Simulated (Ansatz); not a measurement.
System: TcAgO4 (I4₁/a, No. 88, 12 atoms in the cell; start COD 2013356). Method: r²SCAN+SOC (Ansatz, a first-principles code, plane waves, PAW).

Settings: plane-wave cutoff 560 eV, 10×10×10 k mesh, Fermi–Dirac smearing 0.01 eV, PAW data made under PBE.

Cell (measured lattice):

```yaml
crystal:
  lattice:
    - [-2.65130, 2.65130, 5.90500]
    - [2.65130, -2.65130, 5.90500]
    - [2.65130, 2.65130, -5.90500]
  atoms:
    - { symbol: Ag, position: [0.50000, 0.50000, 0.00000] }
    - { symbol: Ag, position: [0.25000, 0.75000, 0.50000] }
    - { symbol: Tc, position: [0.00000, 0.00000, 0.00000] }
    - { symbol: Tc, position: [0.75000, 0.25000, 0.50000] }
    - { symbol: O, position: [0.59860, 0.46470, 0.39870] }
    - { symbol: O, position: [0.94990, 0.84860, 0.63390] }
    - { symbol: O, position: [0.06600, 0.19990, 0.60130] }
    - { symbol: O, position: [0.21470, 0.31600, 0.36610] }
    - { symbol: O, position: [0.15140, 0.78530, 0.10130] }
    - { symbol: O, position: [0.80010, 0.40140, 0.86610] }
    - { symbol: O, position: [0.68400, 0.05010, 0.89870] }
    - { symbol: O, position: [0.53530, 0.93400, 0.13390] }
```

Task: Estimate the band gap, smallest direct gap on the k points sampled and direct gap at Γ that the calculation returns.

Result: 
- band gap = 1.76 eV (indirect)
- smallest direct gap on the k points sampled = 1.92 eV
- direct gap at Γ = 2.05 eV

Note: the file's cell can be that of a phase stable at another temperature; cell and atoms aren't relaxed at this level (largest force component 0.04 eV/Å, pressure -0.8 GPa).
